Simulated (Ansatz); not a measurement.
## MoSi2: biaxial strain +1.82 %, plane normal [001], relaxed out of plane

Base system: MoSi2 (space group I4/mmm, No. 139; a = 3.202 Å, c = 7.819 Å). Axes: x, y, z lie along a, b, c of the conventional cell.

Modification: tensile biaxial strain of 1.82 % in the plane normal to [001], as in epitaxy on a mismatched substrate; the out-of-plane cell vector and the atoms relax.

The values are results of r2SCAN, PAW, 500 eV (Ansatz, a first-principles code; no spin-orbit coupling), not measurements. Γ-centred 14×14×14 mesh, Fermi–Dirac width 0.05 eV.

The volume per atom grows by 0.41 Å³ (13.36 Å³ → 13.77 Å³) and the space group stays I4/mmm (No. 139). The shortest interatomic distance decreases by 0.037 bohr (4.867 bohr → 4.830 bohr) and the energy grows by 13 meV/atom. The pressure (mean of the normal stresses, compression positive) goes from zero to -5.6 GPa and the band gap remains zero. The out-of-plane strain is -0.58 % (rough) and the mean in-plane stress (compression positive) is -8.4 GPa (rough).

The mesh was chosen for an insulator and is coarse for the gapless case. Without a gap, meshes like the base's 14×14×14 leave anisotropic stresses uncertain by several tenths of a GPa, and small strain energies with them. Whether these cells are dynamically stable was not tested. The final runs are not spin-polarised.
